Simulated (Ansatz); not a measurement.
# A short convergence ladder for Na₂H₄Pd (I4mm, 7 atoms in the cell)

```
Na2H4Pd
1.0
   -2.65012     2.65012     3.25943
    2.65012    -2.65012     3.25943
    2.65012     2.65012    -3.25943
Na H Pd
2 4 1
Direct
  0.75000   0.25000   0.50000
  0.25000   0.75000   0.50000
  0.22018   0.22018   0.44036
  0.77982   0.77982   0.55964
  0.22018   0.77982   0.00000
  0.77982   0.22018   0.00000
  0.00767   0.00767   0.00000
```

Base method: LDA (PW92), default PAW files made with PBE (plane waves; Ansatz, a quantum-chemistry and plane-wave program).

Base settings: basis.ecutwfc = 420 eV; kpoints.mp_grid.grid = 7 7 7; hamiltonian.xc = lda; hamiltonian.pseudopotentials = {kind: paw} (the program's default PAW files); scf.occupations.method = fixed.

**The width of Fermi-Dirac smearing**

In this ladder: scf.occupations.method = fermi_dirac.

The mesh stays at the base's, so the ladder's end is converged at best in this setting alone.

Only quantities that move along the ladder and can be compared are tabulated.

```tsv
scf.occupations.width	free energy less the last step's (meV/atom)	pressure (GPa)	largest difference of a force vector from the last step's (eV/Å)
1 eV	-166.85	0.13	0.375
0.5 eV	-13.06	-2.13	0.054
0.2 eV	-0.06	-2.41	0.001
0.1 eV	0.00	-2.41	0.000
0.02 eV	0.00	-2.41	0.000
```

Widest scf.occupations.width that holds the forces within 0.01 eV/Å of the last step, with all finer ones: 0.2 eV; the step before is off by 0.054 eV/Å.

Widest scf.occupations.width that holds the free energy within 1 meV/atom of the last step, with all finer ones: 0.2 eV; the step before is off by 13 meV/atom.

Widest scf.occupations.width that holds the pressure within 0.5 GPa of the last step, with all finer ones: 0.5 eV; the step before is off by 2.5 GPa.

On the base run: the starting cell comes from a database of computed structures (which also holds hypothetical and non-ambient phases and stackings), without a prior relaxation at this level. Its lattice was rescaled by up to half a per cent. One atom was moved a little off its site on purpose. Ansatz's pressure includes its estimate of the finite-basis (Pulay) stress.

Keys are those of Ansatz 0.2.
